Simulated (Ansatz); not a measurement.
## Ge, response to strain

The reference is Ge in the diamond structure (space group Fd-3m, No. 227; a = 5.676 Å). Axes: x, y, z lie along the cube axes.

Strains are applied to the cell and any free atomic positions relax.

Method: PBEsol (Ansatz, a first-principles code; PAW; 420 eV plane waves; scalar-relativistic without spin-orbit coupling).

Notes on the quantities. energy relative to the base: free energy F; pressure: mean of the normal stresses, compression positive.

```
variant                      shortest interatomic distance  energy relative to the base  pressure
---------------------------  -----------------------------  ---------------------------  --------
base                                               2.458 Å                   0 meV/atom   0.0 GPa
tensor shear ε_xy = +0.86 %                        2.452 Å                +1.2 meV/atom   0.0 GPa
tensor shear ε_xy = +1.43 %                        2.448 Å                +3.3 meV/atom   0.0 GPa
tensor shear ε_xy = +0.57 %                        2.454 Å                +0.5 meV/atom   0.0 GPa
tensor shear ε_xy = +2.00 %                        2.444 Å                +6.5 meV/atom   0.1 GPa
tensor shear ε_xy = +1.71 %                        2.446 Å                +4.8 meV/atom   0.1 GPa
tensor shear ε_xy = +1.14 %                        2.450 Å                +2.1 meV/atom   0.0 GPa
tensor shear ε_xy = +0.29 %                        2.456 Å                +0.1 meV/atom   0.0 GPa
```

Whether these cells are dynamically stable was not tested.
